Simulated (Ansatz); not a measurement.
CsCl-type KBr (model structure)

Level of theory: r²SCAN+rVV10 in Ansatz (PAW).

Run with plane-wave cutoff 500 eV, 8×8×8 k mesh, gaussian smearing 0.02 eV, scalar-relativistic PAW data made under PBE.

Cell (relaxed at this level):

```cif
data_BrK
_chemical_formula_sum 'K1 Br1'
_space_group_name_H-M_alt 'Pm-3m'
_space_group_IT_number 221
_space_group_name_Hall '-P 4 2 3'
_cell_length_a 3.93135
_cell_length_b 3.93135
_cell_length_c 3.93135
_cell_angle_alpha 90.000
_cell_angle_beta 90.000
_cell_angle_gamma 90.000
loop_
_atom_site_label
_atom_site_type_symbol
_atom_site_symmetry_multiplicity
_atom_site_Wyckoff_symbol
_atom_site_fract_x
_atom_site_fract_y
_atom_site_fract_z
_atom_site_occupancy
K1 K 1 a 0.00000 0.00000 0.00000 1
Br1 Br 1 b 0.50000 0.50000 0.50000 1
```

For CsCl-type KBr (model structure), the band gap comes out as 4.81 eV (on the SCF k mesh).

Note: the relaxation could raise the start's symmetry but not lower it, so the cell can be a saddle point.

Spin–orbit coupling is not included.

Static lattice: no zero-point or thermal effects.

It cost about 25 core-seconds (a rough figure) of CPU time.

A model structure was made by putting elements into a prototype or built by hand; it is no filed structure, need not be a known phase, and can be a saddle point held by its symmetry.

Ansatz is an electronic-structure program.
